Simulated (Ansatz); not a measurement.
Levels about the gap of amorphous Si24O24C12N12 (72 atoms in a cell of 964 Å³, 2.36 g/cm³; zone centre alone, so wide bands show as single levels with stretches between that a denser mesh fills), at the geometry that PBE relaxed, where it gives 0.0 GPa on a denser mesh. The participation number counts the atoms over which a state spreads; weights are charges in smoothed Voronoi cells. The levels come from a single point, so bond lengths are those of that geometry. Method of the levels: PBE, scalar-relativistic without spin-orbit coupling (Ansatz, an electronic-structure program). Sampling: the zone centre alone; Fermi-Dirac width 0.02 eV; no spin polarisation.

Preparation: random packing, a CHGNet melt and quench, and a DFT relaxation. O and N atoms were pushed apart under 1.9 Å during the dynamics, to hinder bonds among them. The hot cell started wider than the set density and was brought back towards it in steps. It is the lowest in DFT energy of 2 quenches. It is a model cell: composition and starting density were chosen by hand, and all elements were melted together. No dispersion term was used. Its density started from a set value of 2.35 and ended at 2.36 g/cm³. The simulated quench (nominally 470 K/ps over its main leg) is rapid and tends to freeze in more defects than a deposited or slowly cooled glass has. A cell of this size samples the disorder only roughly. Volume and shape were free in the relaxation. On a 2×2×2 Γ-centred mesh force components of up to 0.16 eV/Å stay, since the relaxation ran on the zone centre alone.

```tsv
E - E(highest filled), eV	filling	participation number	largest on	weight C	weight N	weight Si	weight O
-1.49	filled	21.3	N, 2 neighbours	0.33	0.40	0.13	0.15
-1.17	filled	24.5	C, 3 neighbours	0.28	0.29	0.29	0.14
-0.98	filled	12.3	N, 3 neighbours	0.33	0.43	0.17	0.07
-0.86	filled	12.9	N, 2 neighbours	0.26	0.32	0.34	0.08
-0.81	filled	8.1	N, 2 neighbours	0.21	0.40	0.28	0.12
-0.24	filled	6.7	Si, 3 neighbours	0.31	0.21	0.43	0.05
0.00	filled	6.5	C, 3 neighbours	0.36	0.19	0.38	0.07
0.91	empty	9.9	C, 3 neighbours	0.43	0.29	0.20	0.08
1.12	empty	15.7	C, 3 neighbours	0.40	0.33	0.20	0.08
1.22	empty	13.2	C, 3 neighbours	0.37	0.32	0.22	0.09
1.51	empty	18.0	Si, 4 neighbours	0.40	0.17	0.34	0.09
1.81	empty	6.9	C, 3 neighbours	0.46	0.24	0.21	0.09
2.12	empty	11.6	C, 3 neighbours	0.47	0.22	0.19	0.12
2.54	empty	17.7	C, 3 neighbours	0.49	0.16	0.22	0.14
```

Most localised among these is the filled level at +0.00 eV, on a C atom, which has 3 neighbours (C 1.62 Å, Si 1.75 Å, Si 1.84 Å).
